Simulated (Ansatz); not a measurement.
LaC2 (Immm, No. 71, 3 atoms in the cell; start mp-1223019; a measured phase of this formula has another space group), treated with PBEsol (Ansatz, a quantum-chemistry and plane-wave program, PAW).

Run with plane-wave cutoff 520 eV, 18×18×18 k mesh, Fermi–Dirac smearing 0.05 eV, scalar-relativistic PAW data made under PBE.

Cell (relaxed at this level):

```yaml
crystal:
  lattice:
    - [-1.98863, 2.40197, 2.67506]
    - [1.98863, -2.40197, 2.67506]
    - [1.98863, 2.40197, -2.67506]
  atoms:
    - { symbol: La, position: [0.00000, 0.00000, 0.00000] }
    - { symbol: C, position: [0.63484, 0.50000, 0.13484] }
    - { symbol: C, position: [0.36516, 0.50000, 0.86516] }
```

Predict the bulk modulus B0.


- bulk modulus B0: 95.6 GPa

The run finds no gap.

Note: the bulk modulus is −V dP/dV from two relaxed cells at ±2 % in volume; the relaxation could not lower the start's symmetry, so the cell can be a saddle point above a distorted one.

Spin–orbit coupling is not included; it can open a gap where bands touch, and shift volumes and moduli.

Cost on a shared machine: roughly 6 core-minutes.

A start named mp-… is a Materials Project structure, which need not be a measured phase.
